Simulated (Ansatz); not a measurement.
Results of HSE06 (Ansatz, a quantum-chemistry and plane-wave program, PAW) for AlN (P6₃/mmc, No. 194, 4 atoms in the cell; start mp-13178; a measured phase of this formula has another space group).

Numerical settings: plane-wave cutoff 460 eV, 9×9×6 k mesh (along the axes of the cell as run), Fermi–Dirac smearing 0.01 eV, scalar-relativistic PAW data made under PBE.

Cell (relaxed with PBEsol):

Space group P6₃/mmc (No. 194); a = b = 3.302 Å, c = 4.141 Å, α = β = 90.00°, γ = 120.00°

| atom | site | symmetry | x | y | z |
|---|---|---|---|---|---|
| Al | 2d | -6m2 | 0.6667 | 0.3333 | 0.2500 |
| N | 2c | -6m2 | 0.3333 | 0.6667 | 0.2500 |

Question: What does this level give for the band gap?

Answer: 
- band gap = 4.69 eV (on the SCF k mesh)

Note: cell and atoms aren't relaxed at this level (pressure -2.2 GPa).

The computed numbers hold no vibrational or temperature effects.

It cost roughly 2.1 core-minutes of CPU time.

A start named mp-… is a Materials Project structure, which need not be a measured phase.
